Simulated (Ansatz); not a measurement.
YGe (Cmcm): band-structure transport figures

Data:

```
YGe
1.0
    2.11930    -5.30879     0.00000
    2.11930     5.30879     0.00000
    0.00000     0.00000     3.91427
Y Ge
2 2
Direct
  0.13874   0.86126   0.25000
  0.86126   0.13874   0.75000
  0.41576   0.58424   0.25000
  0.58424   0.41576   0.75000
```

Computed with PBEsol, rigid bands (plane waves, PAW, scalar-relativistic; Ansatz, a program for electronic structure). Geometry: cell and atoms relaxed with PBEsol.

```json
{
  "density of states at the Fermi level": "1.92 states/(eV·cell), both spins",
  "bare Sommerfeld coefficient": "1.13 mJ/(mol of atoms·K²)",
  "drude_plasma_energy": "1.99 (x), 2.9 (y), 5.5 (z) eV",
  "root-mean-square Fermi velocity": "5.0e5 m/s",
  "resistivity times τ": "123 (x), 57 (y), 16.3 (z) ×10⁻²² Ω·m·s"
}
```

A metal at this level (no band gap); rigid bands, thermally averaged at 300 K, both spins. Spin-orbit coupling is left out. τ is one relaxation time for all states.

Computed structure, not matched to a measured one here, so possibly hypothetical: YGe (Cmcm).
